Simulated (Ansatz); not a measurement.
System: Sb (model structure, I-43m, No. 217, 4 atoms in the cell). Method: r²SCAN+rVV10 (Ansatz, a quantum-chemistry and plane-wave program, plane waves, PAW).

The input as run:

Ansatz 0.2 input:
```yaml
crystal:
  lattice:
    - [-3.448129814, 3.448129814, 3.448129814]
    - [3.448129814, -3.448129814, 3.448129814]
    - [3.448129814, 3.448129814, -3.448129814]
  atoms:
    - { symbol: Sb, position: [0.7081025175, 0.0, 0.0] }
    - { symbol: Sb, position: [0.0, 0.7081025175, 0.0] }
    - { symbol: Sb, position: [0.0, 0.0, 0.7081025175] }
    - { symbol: Sb, position: [0.2918974825, 0.2918974825, 0.2918974825] }
basis:
  ecutwfc: 560
  ecutrho_ratio: 4
  xc_grid: 3
kpoints:
  mp_grid: { grid: [8, 8, 8] }
  band_path:
    path:
      - [0.0, 0.0, 0.0]
      - [0.055556, -0.055556, 0.055556]
      - [0.111111, -0.111111, 0.111111]
      - [0.166667, -0.166667, 0.166667]
      - [0.222222, -0.222222, 0.222222]
      - [0.277778, -0.277778, 0.277778]
      - [0.333333, -0.333333, 0.333333]
      - [0.388889, -0.388889, 0.388889]
      - [0.444444, -0.444444, 0.444444]
      - [0.5, -0.5, 0.5]
      - [0.416667, -0.416667, 0.5]
      - [0.333333, -0.333333, 0.5]
      - [0.25, -0.25, 0.5]
      - [0.166667, -0.166667, 0.5]
      - [0.083333, -0.083333, 0.5]
      - [0.0, 0.0, 0.5]
      - [0.0, 0.0, 0.416667]
      - [0.0, 0.0, 0.333333]
      - [0.0, 0.0, 0.25]
      - [0.0, 0.0, 0.166667]
      - [0.0, 0.0, 0.083333]
      - [0.035714, 0.035714, 0.035714]
      - [0.071429, 0.071429, 0.071429]
      - [0.107143, 0.107143, 0.107143]
      - [0.142857, 0.142857, 0.142857]
      - [0.178571, 0.178571, 0.178571]
      - [0.214286, 0.214286, 0.214286]
      - [0.25, 0.25, 0.25]
      - [0.285714, 0.142857, 0.285714]
      - [0.321429, 0.035714, 0.321429]
      - [0.357143, -0.071429, 0.357143]
      - [0.392857, -0.178571, 0.392857]
      - [0.428571, -0.285714, 0.428571]
      - [0.464286, -0.392857, 0.464286]
      - [0.1875, 0.1875, 0.3125]
      - [0.125, 0.125, 0.375]
      - [0.0625, 0.0625, 0.4375]
    npoints: 1
hamiltonian:
  xc: r2scan
  dispersion: rvv10
  pseudopotentials: { kind: paw }
scf:
  occupations: { method: fermi_dirac, width: 0.01 }
  convergence: { dr2_threshold: 0.0000000004 }
output:
  forces: true
  stress: true
  eigenvalues: true
  write_bands: true
```

From the output:

```
Crystal: 4 atoms, lattice volume = 163.988 Å³
Basis set: ecut = 560 eV, 4921 PW (Γ), exchange–correlation on 144×144×144 points (27 copies of the dense FFT grid, shifted against one another)
Bands: 36, of which v1, the nominal top of the filled ones, is band 30 counted from 1 (29 counted from 0)
Symmetry: 24 space group operations
Space group: I-43m (ITA 217), of the structure as read, at distance tolerance 5.5e-5 Å
k-points: 29 of 512 (time reversal used)
Functional: x = r2scan, c = r2scan + rvv10(b = 11.95, C = 0.0093); τ floored in thin density (d = 2e-4 eV/Å³)
SCF iter   1: F=—  HF=-25987.486006 eV  |F-HF|=—  |Δ(HF+E_count)|=         —  Δρ=5.63e-3  dr2=4.33e-2  dr2_τ=8.07e-3
SCF iter   2: F=—  HF=-25987.508985 eV  |F-HF|=—  |Δ(HF+E_count)|=   2.30e-2  Δρ=2.89e-3  dr2=1.20e-2  dr2_τ=1.21e-4
  ...
SCF iter   8: F=—  HF=-25987.511062 eV  |F-HF|=—  |Δ(HF+E_count)|=   1.43e-9  Δρ=5.82e-7  dr2=9.76e-10  dr2_τ=4.62e-11
SCF iter   9: F=-25987.511062 eV  HF=-25987.511062 eV  |F-HF|=2.18e-11  |Δ(HF+E_count)|=  6.18e-11  Δρ=1.32e-7  dr2=2.64e-11  dr2_τ=9.41e-13
SCF 1 converged in 9 iterations: F = -25987.511062 eV  dr2 = 2.64e-11
SCF converged after 9 iterations
Free energy (F): -25987.511062 eV
Internal energy: -25987.511062 eV  (E = F + TS)
E sigma→0 (E₀):  -25987.511062 eV
Fermi energy:    5.644806 eV
--- Forces (eV/Å), atoms counted from 1 ---
  atom   1  Sb     0.00011654    -0.00011654    -0.00011654
  atom   2  Sb    -0.00011654     0.00011654    -0.00011654
  atom   3  Sb    -0.00011654    -0.00011654     0.00011654
  atom   4  Sb     0.00011654     0.00011654     0.00011654
--- Stress (GPa, compression-positive) ---
       -0.005480      -0.000000       0.000000
        0.000000      -0.005480      -0.000000
       -0.000000      -0.000000      -0.005480
  P = ⅓ Tr σ = -0.0055 GPa (-0.055 kbar)
```

The PAW data were made under PBE.

Note: the relaxation could raise the start's symmetry but not lower it, so the cell can be a saddle point.

The result took very roughly 30 core-seconds.

A model structure was made by putting elements into a prototype or built by hand; it is no filed structure, need not be a known phase, and can be a saddle point held by its symmetry.
